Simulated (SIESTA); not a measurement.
A self-consistent single point of CoBiO3 (P4mm, 5 atoms in the cell) with SIESTA.

Method of the run: LDA PW92, numerical atomic orbitals DZP, PseudoDojo LDA standard norm-conserving potentials (rewritten from UPF to PSML) (SIESTA 5.4.2).

```yaml
crystal:
  lattice:
    - [3.71587, 0.00000, 0.00000]
    - [0.00000, 3.71587, 0.00000]
    - [0.00000, 0.00000, 4.01158]
  atoms:
    - { symbol: Co, position: [0.50000, 0.50000, 0.62281] }
    - { symbol: Bi, position: [0.00000, 0.00000, 0.05096] }
    - { symbol: O, position: [0.50000, 0.00000, 0.69608] }
    - { symbol: O, position: [0.00000, 0.50000, 0.69608] }
    - { symbol: O, position: [0.50000, 0.50000, 0.16257] }
```

Reference input (self-consistent single point, DFT, GGA PBEsol, numerical atomic orbitals DZP, PseudoDojo PBEsol standard norm-conserving potentials (rewritten from UPF to PSML)): XC.functional = GGA; XC.authors = PBEsol; potentials = PseudoDojo PBEsol standard; PAO.BasisSize = DZP; PAO.EnergyShift = 0.01 Ry; MeshCutoff = 400 Ry; kgrid.MonkhorstPack = 9 9 9; OccupationFunction = FD; ElectronicTemperature = 100 meV; MaxSCFIterations = 150; SCF.Mixer.Method = Pulay; SCF.Mixer.Weight = 0.1. This run's input differs from it in these lines:

```diff
@@ -1,2 +1,2 @@
-# files in the folder: Co.psml Bi.psml O.psml (PseudoDojo PBEsol standard)
+# files in the folder: Co.psml Bi.psml O.psml (PseudoDojo LDA standard)
 SystemName  CoBiO3
@@ -26,4 +26,4 @@
 
-XC.functional                GGA
-XC.authors                   PBEsol
+XC.functional                LDA
+XC.authors                   PW92
 PAO.BasisSize                DZP
```

Log, with long lists cut:

```
        iscf     Eharris(eV)        E_KS(eV)     FreeEng(eV)     dDmax    Ef(eV) dHmax(eV)
   scf:    1    -7660.760668    -7703.888135    -7703.970408  1.490433 -2.053995 26.712108
   scf:    2    -7730.322760    -7719.563277    -7719.629940  0.375344 -3.595072 10.968014
   scf:    3    -7725.550462    -7724.242315    -7724.330630  0.239953 -4.524661  3.490916
   scf:    4    -7724.658626    -7724.473821    -7724.566110  0.028428 -4.333436  2.186255
   scf:    5    -7724.640634    -7724.580248    -7724.679409  0.030461 -4.234900  0.926931
   [... 6 lines left out ...]
   scf:   12    -7724.598115    -7724.598375    -7724.715208  0.002872 -4.239341  0.014488
   scf:   13    -7724.598430    -7724.598409    -7724.715215  0.000400 -4.238057  0.006286
   scf:   14    -7724.598461    -7724.598435    -7724.715217  0.000127 -4.238342  0.001231
   scf:   15    -7724.598435    -7724.598435    -7724.715217  0.000018 -4.238413  0.000252
SCF Convergence by DM+H criterion
max |DM_out - DM_in|         :     0.0000178904
max |H_out - H_in|      (eV) :     0.0002524151
SCF cycle converged after 15 iterations

Using DM_out to compute the final energy and forces

siesta: E_KS(eV) =            -7724.5984

siesta: E_KS - E_eggbox =     -7724.5984

siesta: Atomic forces (eV/Ang):
     1    0.000000    0.000000   -0.463418
     2   -0.000000   -0.000000    0.557115
     3   -0.000000   -0.000000    0.076316
     4   -0.000000   -0.000000    0.076316
     5    0.000000    0.000000   -0.255980
   Tot   -0.000000   -0.000000   -0.009650
   Max    0.557115
   Res    0.200384    sqrt( Sum f_i^2 / 3N )
   Max    0.557115    constrained

Stress tensor Voigt[x,y,z,yz,xz,xy] (kbar):       47.84       47.84       26.48       -0.00       -0.00       -0.00
   [... lines left out ...]
siesta: FreeEng =     -7724.715217
   [... lines left out ...]
siesta:     0.029856   -0.000000    0.000000
siesta:    -0.000000    0.029856    0.000000
siesta:    -0.000000   -0.000000    0.016525

siesta: Cell volume =         55.390799 Ang**3

siesta: Pressure (static):
siesta:                Solid            Molecule  Units
siesta:          -0.00027678         -0.00022648  Ry/Bohr**3
siesta:          -0.02541244         -0.02079426  eV/Ang**3
siesta:         -40.71522259        -33.31607893  kBar
```

The run converged in 15 iterations. Against the reference run the pressure goes from 1.55 to -4.07 GPa and the largest force goes from 0.745 to 0.557 eV/Å.

The starting cell comes from a database of computed structures (which also holds hypothetical and non-ambient phases and stackings), without a prior relaxation at this level. Its lattice was rescaled by a random factor within 2.5 % of one. Spin polarisation is off, so a magnetic state, if there is one, cannot be reached. Values carry the incompleteness of an atom-centred basis. With a pressure of about -4 GPa the cell is away from its equilibrium volume at this level.

Cost on one core of a shared machine: roughly 50 s.
